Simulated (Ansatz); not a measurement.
**Effect of isotropic strain −2.00 % on KF**

The parent structure is KF in the rock salt structure (space group Fm-3m, No. 225; a = 5.421 Å).

Perturbation: an isotropic linear strain of −2.00 %; the atoms relax in the strained cell.

Computed with Kohn–Sham DFT with the PBE functional, run in Ansatz (an electronic-structure program) with PAW and 420 eV plane waves, no spin-orbit coupling. Settings: 11×11×11 k-points, 0.05 eV Fermi–Dirac smearing.

```tsv
quantity	base	changed	shift
volume per atom	19.91 Å³	18.74 Å³	-1.17 Å³
space group	Fm-3m (No. 225)	Fm-3m (No. 225)	–
energy relative to the base (free energy F)	0 meV/atom	+7.0 meV/atom	+7.0 meV/atom
pressure	0.00 GPa	2.03 GPa	+2.03 GPa
band gap	5.96 eV	6.28 eV	+0.315 eV
gap character	direct at Γ	direct at Γ	–
mean gap deformation potential ΔEg/Δln V	–	-5.2 eV	–
width of the top valence band	0.31 eV	0.36 eV	+0.05 eV
electron mass	0.55 mₑ (at Γ)	0.54 mₑ (at Γ)	–
```

Final structure:

```xyz
2
Lattice="0.0000 2.6562 2.6562 2.6562 0.0000 2.6562 2.6562 2.6562 0.0000" Properties=species:S:1:pos:R:3 pbc="T T T"
K      0.0000     0.0000     0.0000
F      2.6562     2.6562     2.6562
```

Cost of the whole job for the changed cell (relaxation, final SCF and bands): very roughly 4 core-seconds.

Effective masses come from finite differences of ±0.01 Å⁻¹. Stability against distortions was not tested.
